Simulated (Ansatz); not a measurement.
Rock-salt NaH was calculated with RPBE (Ansatz, a program for electronic structure, plane waves, PAW).

Run with plane-wave cutoff 520 eV, 12×12×12 k mesh, Fermi–Dirac smearing 0.01 eV, scalar-relativistic PAW data made under PBE.

Properties against volume:

```json
[
 {"V (Å³/atom)": "14.054", "P (GPa)": "1.44", "direct gap at Γ (eV)": "14.071", "smallest gap on the k mesh (eV)": "3.984"},
 {"V (Å³/atom)": "14.353", "P (GPa)": "0.92", "direct gap at Γ (eV)": "13.829", "smallest gap on the k mesh (eV)": "3.948"},
 {"V (Å³/atom)": "14.652", "P (GPa)": "0.44", "direct gap at Γ (eV)": "13.595", "smallest gap on the k mesh (eV)": "3.913"},
 {"V (Å³/atom)": "14.951", "P (GPa)": "0.00", "direct gap at Γ (eV)": "13.368", "smallest gap on the k mesh (eV)": "3.879"},
 {"V (Å³/atom)": "15.250", "P (GPa)": "-0.39", "direct gap at Γ (eV)": "13.150", "smallest gap on the k mesh (eV)": "3.845"},
 {"V (Å³/atom)": "15.549", "P (GPa)": "-0.76", "direct gap at Γ (eV)": "12.938", "smallest gap on the k mesh (eV)": "3.813"},
 {"V (Å³/atom)": "15.848", "P (GPa)": "-1.08", "direct gap at Γ (eV)": "12.734", "smallest gap on the k mesh (eV)": "3.781"}
]
```

The fundamental gap (3.88 eV at the equilibrium volume, with added k points) lies elsewhere than Γ–Γ.
